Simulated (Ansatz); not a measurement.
**CsCl-type AuZn (cubic form, which distorts at low temperature)**

All values below come from PBEsol (plane waves, PAW; Ansatz, a program for electronic structure).

Settings: plane-wave cutoff 520 eV, 12×12×12 k mesh, Fermi–Dirac smearing 0.1 eV, perturbation theory, scalar-relativistic PAW data made under PBE.

Cell: measured lattice: a = b = c = 3.147 Å, α = β = γ = 90.00°.

* **TO(Γ) frequency**: 136 cm⁻¹

Note: symmetry holds this phase in the static calculation, where it need not be a minimum; the cell isn't this level's own, so it is under some stress, which shifts stiffness and frequencies.

Spin–orbit coupling is not included; it can shift volumes and moduli of such heavy elements.

The result took roughly 5 core-minutes.
